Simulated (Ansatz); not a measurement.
The starting structures come from a database of crystals and need not be the phases stable at ambient conditions.

Inside the gap of an insulator the Bloch states are evanescent, with a wavenumber k + iκ along the transport direction.

Here is the system:

```
CELL_PARAMETERS angstrom
      4.87096     0.00000     0.00000
      0.00000     8.72851     0.00000
      0.00000     0.00000     4.40728
ATOMIC_POSITIONS crystal
  Te 0.97014 0.39773 0.37677
  Te 0.02986 0.89773 0.12323
  Te 0.52986 0.60227 0.87677
  Te 0.47014 0.10227 0.62323
  O  0.85754 0.46090 0.77162
  O  0.14246 0.96090 0.72838
  O  0.64246 0.53910 0.27162
  O  0.35754 0.03910 0.22838
  O  0.24262 0.72264 0.17195
  O  0.75738 0.22264 0.32805
  O  0.25738 0.27736 0.67195
  O  0.74262 0.77736 0.82805
```

Space group of this cell: P2_12_12_1. The cell is taken as given; by r2SCAN its mean pressure is 0.5 GPa.

Transport runs along the normal of the first two printed cell vectors.

The gap is the functional's own, uncorrected, and κ follows it; spin-orbit coupling is left out. Mid-gap values are interpolated between the computed energies.

Problem. Estimate the band gap and the smallest decay constant κ at mid-gap that Ansatz (a program for electronic structure) with r2SCAN returns for this system.

Solution. Gap 3.51 eV on a 6×4×8 mesh; κ = 0.319 1/Å, at (0.333, 0.000) of the in-plane reciprocal vectors. At the zone centre, at the nearest computed energy, the slowest state has κ = 0.35 1/Å.
